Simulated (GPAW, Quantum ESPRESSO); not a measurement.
A GPAW input for a self-consistent single point of LaPb3 (Pm-3m, 4 atoms in the cell) (DFT LDA (Perdew-Wang 92), plane waves, GPAW PAW datasets LDA (gpaw-data 1.0.1)):

```python
from ase import Atoms
from ase.units import GPa
from gpaw import GPAW

atoms = Atoms(['La', 'Pb', 'Pb', 'Pb'],
              cell=[[4.830926, 0.000000, 0.000000],
                    [0.000000, 4.830926, 0.000000],
                    [0.000000, 0.000000, 4.830926]],
              positions=[[0.000000, 0.000000, 0.000000],
                         [0.000000, 2.415463, 2.415463],
                         [2.415463, 0.000000, 2.415463],
                         [2.415463, 2.415463, 0.000000]],
              pbc=True)

calc = GPAW(mode={'name': 'pw', 'ecut': 800},
            xc='LDA',
            kpts=(7, 7, 7),
            occupations={'name': 'methfessel-paxton', 'width': 0.136, 'order': 0},
            nbands=-10,
            symmetry={'symmorphic': False, 'tolerance': 0.0005},
            maxiter=100)

atoms.calc = calc

energy = atoms.get_potential_energy()
print('Energy (eV):', round(energy, 6))
forces = atoms.get_forces()
print('Forces (eV/Ang):')
print(forces.round(5))
stress = atoms.get_stress()
print('Stress (GPa, Voigt):', (stress / GPa).round(4))
```

Give the Quantum ESPRESSO input for the same structure, mesh, smearing and functional.

One input that does it (others would too):

```fortran
&control
 calculation = 'scf',
 prefix = 'LaPb3',
 outdir = './tmp/',
 pseudo_dir = './',
 tprnfor = .true.,
 tstress = .true.,
/
&system
 ibrav = 1,
 celldm(1) = 9.129127068,
 nat = 4,
 ntyp = 2,
 ecutwfc = 40,
 ecutrho = 200,
 occupations = 'smearing',
 smearing = 'gaussian',
 degauss = 0.0099958,
/
&electrons
 conv_thr = 1.0e-11,
 mixing_beta = 0.3,
/
ATOMIC_SPECIES
La   138.9055  la_lda_v1.uspp.F.UPF
Pb   207.2000  pb_lda_v1.uspp.F.UPF
ATOMIC_POSITIONS bohr
La    0.000000000    0.000000000    0.000000000
Pb    0.000000000    4.564563534    4.564563534
Pb    4.564563534    0.000000000    4.564563534
Pb    4.564563534    4.564563534    0.000000000
K_POINTS automatic
7 7 7  0 0 0
```

Basis, cutoffs, solver keys and any potentials are the target program's own. This input uses DFT, LDA (PZ), plane waves, GBRV 1.5 ultrasoft (LDA) pseudopotentials. LDA parametrisations can differ slightly between programs. Both were run: pressure -0.24 GPa in GPAW and -0.08 in Quantum ESPRESSO.

On GPAW: the starting cell comes from a database of computed structures (which also holds hypothetical and non-ambient phases and stackings), without a prior relaxation at this level. Its lattice was rescaled by a random factor within 2.5 % of one. For this run, on top of that: lattice scaled by 0.98.

On Quantum ESPRESSO: the starting cell comes from a database of computed structures (which also holds hypothetical and non-ambient phases and stackings), without a prior relaxation at this level. Its lattice was rescaled by a random factor within 2.5 % of one. For this run, on top of that: lattice scaled by 0.98.
